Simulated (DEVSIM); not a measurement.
Device: illuminated Si p-on-n cell, one wavelength, at 300 K.

| layer (left to right) | material | thickness (μm) | Nd (cm⁻³) | Na (cm⁻³) | τn (s) | τp (s) | absorption coefficient (cm⁻¹) |
|---|---|---|---|---|---|---|---|
| 1 | Si | 0.0640 | - | 5.3e18 | 9.5e-8 | 8.4e-7 | 22000 |
| 2 | Si | 65.0 | 5.9e16 | - | 5.6e-6 | 5.6e-6 | 22000 |

Left contact: ohmic, minority electron recombination velocity 3e6 cm/s. Right contact: ohmic, minority hole recombination velocity 5e5 cm/s. Voltage is applied to the left contact. Recombination: SRH at mid-gap, radiative, Auger. Light enters at the left, 5.7e17 photons cm⁻² s⁻¹, one pass, no reflection. Mobility is μmin + (μ − μmin)/(1 + (N/Nref)^α).

The device is made up for the run: typed textbook-type constants, with dimensions and the other settings drawn at random. Values at 300 K; Nc and Nv go as T^1.5, mobilities as T to minus their exponent, the gap by Varshni's rule with the affinity fixed.

| parameter | Si |
|---|---|
| gap (eV) | 1.124 |
| affinity (eV) | 4.05 |
| permittivity | 11.7 |
| Nc (cm⁻³) | 2.86e19 |
| Nv (cm⁻³) | 3.1e19 |
| μn (cm²/Vs) | 1417 |
| μp (cm²/Vs) | 470 |
| μn,min | 52 |
| μp,min | 45 |
| Nref,n | 9.7e16 |
| Nref,p | 2.2e17 |
| αn | 0.68 |
| αp | 0.72 |
| T exponent of μn | 2.3 |
| T exponent of μp | 2.2 |
| B (cm³/s) | 4.7e-15 |
| Cn (cm⁶/s) | 2.8e-31 |
| Cp (cm⁶/s) | 9.9e-32 |
| Varshni α (eV/K) | 0.000473 |
| Varshni β (K) | 636 |

Model (solved in DEVSIM): 1D drift-diffusion, Boltzmann statistics, complete ionisation; no tunnelling, impact ionisation, image-force lowering or self-heating.

Base results: largest power (mW/cm²) 44.9; share of generated pairs collected at short circuit 0.939; fill factor 0.83; dark forward voltage at 1 A/cm² (V) 0.694.

Q: What follows from this one change: temperature 300 → 250 K?

A: largest power 44.9 → 54.8 mW/cm²; share of generated pairs collected at short circuit little changed (0.941); fill factor 0.83 → 0.87; dark forward voltage at 1 A/cm² 0.694 → 0.787 V.

Q: What follows from this one change: recombination velocity at the left contact 3e+06 → 1e+06 cm/s?

A: largest power 44.9 → 46.1 mW/cm²; share of generated pairs collected at short circuit 0.939 → 0.952; fill factor little changed (0.83); dark forward voltage at 1 A/cm² 0.694 → 0.699 V.

Q: What follows from this one change: thickness of layer 1 0.064 → 0.038 μm?

A: largest power 44.9 → 45.5 mW/cm²; share of generated pairs collected at short circuit 0.939 → 0.965; fill factor little changed (0.83); dark forward voltage at 1 A/cm² 0.694 → 0.686 V.

Q: What follows from this one change: doping Na of layer 1 5.3e+18 → 5.3e+17 cm^-3?

A: largest power 44.9 → 39.7 mW/cm²; share of generated pairs collected at short circuit 0.939 → 0.961; fill factor 0.83 → 0.81; dark forward voltage at 1 A/cm² 0.694 → 0.621 V.

Q: What follows from this one change: constant mobility in place of the doping-dependent one?

A: largest power 44.9 → 43.9 mW/cm²; share of generated pairs collected at short circuit 0.939 → 0.972; fill factor little changed (0.83); dark forward voltage at 1 A/cm² 0.694 → 0.662 V.
